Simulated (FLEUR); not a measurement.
Input and output of a self-consistent single point for HfB2 (P6/mmm, 3 atoms in the cell) (FLEUR).

Computed with PBEsol, all-electron FLAPW (FLEUR), scalar-relativistic valence.

```xyz
3
Lattice="3.1327 0.0000 0.0000 -1.5663 2.7130 0.0000 0.0000 0.0000 3.4792" Properties=species:S:1:pos:R:3 pbc="T T T"
Hf     0.0000     0.0000     0.0000
B      0.0000     1.8087     1.7396
B      1.5663     0.9043     1.7396
```

Reference input (self-consistent single point, DFT, PBE, all-electron FLAPW (FLEUR), scalar-relativistic valence): Kmax = 3.8 1/bohr; GmaxXC = 15.2 1/bohr; xcFunctional = pbe; jspins = 1; l_soc = F; mode = hist; fermiSmearingEnergy = 0.00183747 Htr; mesh (inpgen div1-3) = 8 8 7; inpgen gamma flag = true; Gmax = 15.2 1/bohr; numbands = 0; maxIterBroyd = 15. This run's input differs from it in these lines:

```diff
@@ -15,2 +15,3 @@
 &comp jspins=1 /
+&exco xctyp='PBEs' /
 &kpt div1=8 div2=8 div3=7 gamma=t /
@@ -27,3 +28,3 @@
       <coreElectrons ctail="T" frcor="F" kcrel="0" coretail_lmax="0"/>
-      <xcFunctional name="pbe" relativisticCorrections="F"/>
+      <xcFunctional name="PBEs" relativisticCorrections="F"/>
       <magnetism jspins="1"/>
```

Log, with long lists cut:

```
 Iteration:     1   Distance:      16.95624953 me/bohr^3
 Iteration:     2   Distance:      14.86920667 me/bohr^3
 Iteration:     3   Distance:       7.62775517 me/bohr^3
 Iteration:     4   Distance:       4.45852459 me/bohr^3
 Iteration:     5   Distance:       3.43454403 me/bohr^3
   [... 6 lines left out ...]
 Iteration:    12   Distance:       0.00127738 me/bohr^3
 Iteration:    13   Distance:       0.00006245 me/bohr^3
 Iteration:    14   Distance:       0.00002003 me/bohr^3
 Iteration:    15   Distance:       0.00000122 me/bohr^3
 Run finished successfully
 Stop message:
   Structural relaxation: Done

[file out, last iteration]
             iter=     16
[...]
          total density-effective poten   -2.6172671324E+04
          total charge density-energy d   -3.1335963311E+02
 Updated energy parameters for spin:           1
[...]
 fermi energy and band-weighting factors:
    0.816151

[...]
FERMIE:
          first approx. to ef    (T=0)  :   0.506488 htr   (energy of the highest occ. eigenvalue)
          number of occ. states  (T=0)  :        639
          first approx. to seigv (T=0)  :  -3.389689 htr
          sum of weights of occ. states :  16.017857
          sum of semicore charge        :   0.000000 e
FERHIS:  Fermi-Energy by histogram:
          bandgap                     :   0.003613 htr
   [... lines left out ...]
          charge neutrality (T=0)     :   0.035714    (zero if the highest occ. eigenvalue is "entirely" occupied)
     EF_NEWTON:  Adjust Fermi-Energy by Newton-Method.
 Direct bandgap for spin            1 :    3.6573984135899906E-002  Htr
 ---->    free energy=                    -15142.8644175994 htr
   [... lines left out ...]
      extrapolation for T->0
 ---->    total electron energy=          -15142.8643755540 htr
 ***** TOTAL FORCES ON ATOMS *****
 TOTAL FORCE FOR ATOM TYPE=  1  X=  0.000   Y=  0.000   Z=  0.000
                       FX_TOT= 0.000000 FY_TOT= 0.000000 FZ_TOT= 0.000000
 TOTAL FORCE FOR ATOM TYPE=  2  X=  2.960   Y= -1.709   Z=  3.287
                       FX_TOT= 0.000000 FY_TOT= 0.000000 FZ_TOT= 0.000000
 Structural relaxation: Done
```

The run converged in 15 iterations. FLEUR gives forces in its relaxation mode, with a further iteration, so its stop message speaks of a relaxation. 

The starting cell comes from a database of computed structures (which also holds hypothetical and non-ambient phases and stackings), without a prior relaxation at this level. Spin-orbit coupling is off. Values depend on the basis (sphere radii, cutoffs, local orbitals), which need not be converged. The log's line on a gap gives a spacing of levels on this mesh, which the program prints for metals too.
